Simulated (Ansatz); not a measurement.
## How the volume per atom of NbSi2 (model structure, started from the AlB2 type, P6/mmm, No. 191, 3 atoms in the cell) moves with the method

No measured value is used here.

```json
[
 {"level (code)": "PBE (Ansatz)", "value (Å³/atom)": "?"},
 {"level (code)": "PBEsol (Ansatz)", "value (Å³/atom)": "14.46"},
 {"level (code)": "PBE-D3(BJ) (Ansatz)", "value (Å³/atom)": "14.26"}
]
```

Question: What belongs in the gaps?

Answer: 
- PBE (Ansatz, a quantum-chemistry and plane-wave program), value (Å³/atom): 14.85

Ansatz's density-functional and Hartree–Fock values are scalar-relativistic unless marked +SOC, with PAW data made under PBE.

A model structure was made by putting elements into a prototype or built by hand; it is no filed structure, need not be a known phase, and can be a saddle point held by its symmetry.
